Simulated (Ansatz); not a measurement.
The reference is HfC in the rock salt structure (space group Fm-3m, No. 225; a = 4.607 Å).

Modification: every C is replaced by W, then cell and atoms are relaxed.

Levels (all Ansatz, a program for electronic structure, PAW): PBEsol (420 eV, no spin-orbit coupling); PBEsol+SOC (420 eV, with spin-orbit coupling).

The geometry is relaxed with PBEsol.

```
Quantity           Value
---------------  -------
PBEsol pressure  0.0 GPa
```

With PBEsol+SOC at the same geometry, the pressure goes from zero to 0.2 GPa.

Single points use the geometry relaxed with PBEsol. Differences between runs with and without spin-orbit coupling are approximate. Stability against distortions was not tested. As relaxed here, HfW is a hypothetical phase, not in the database extracts checked. The runs without spin-orbit coupling are not spin-polarised.
